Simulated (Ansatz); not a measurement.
The starting structures come from a database of crystals and need not be the phases stable at ambient conditions.

```yaml
crystal:
  lattice:
    - [3.25773, 0.00000, 0.00000]
    - [-1.62887, 2.82296, 0.00000]
    - [0.00000, 0.00494, 15.46054]
  atoms:
    - { symbol: Mg, position: [0.66690, 0.33380, 0.64800] }
    - { symbol: Mg, position: [0.66660, 0.33320, 0.97920] }
    - { symbol: Mg, position: [0.00000, 0.00000, 0.81380] }
    - { symbol: Mg, position: [0.00120, 0.00240, 0.48210] }
    - { symbol: Mg, position: [0.99880, 0.99760, 0.14740] }
    - { symbol: Mg, position: [0.33320, 0.66640, 0.31390] }
    - { symbol: O, position: [0.66670, 0.33340, 0.85160] }
    - { symbol: O, position: [0.66770, 0.33540, 0.52040] }
    - { symbol: O, position: [0.99970, 0.99940, 0.01840] }
    - { symbol: O, position: [0.00010, 0.00020, 0.68600] }
    - { symbol: O, position: [0.00000, 0.00000, 0.35310] }
    - { symbol: O, position: [0.33220, 0.66440, 0.18610] }
```

Space group of this cell: Cm. The cell is taken as given.

Level of theory: r2SCAN (plane waves, PAW; Ansatz, a quantum-chemistry and plane-wave program).

The current runs along the normal of the first two printed vectors; no spin-orbit coupling. Scaled by the factor s: the length along the current (ions clamped). Meshes 10×10×2 and 10×10 across the current in all rows.

```json
[
 {"s": "0.97", "mean pressure (GPa)": "4.1", "band gap (eV)": "?"},
 {"s": "1.00", "mean pressure (GPa)": "0.0", "band gap (eV)": "4.27"},
 {"s": "1.03", "mean pressure (GPa)": "-3.2", "band gap (eV)": "4.16"}
]
```

### Question
Take the slope of the band gap against ln s from the two given rows, extrapolate to s = 0.97, and say what the run there gives.

### Answer
Slope = (4.16 − 4.27) / ln 1.03 = -3.72 eV. The line gives 4.27 + (-3.72) × ln 0.97 = 4.38 eV. The run gives 4.38 eV, as the line does.
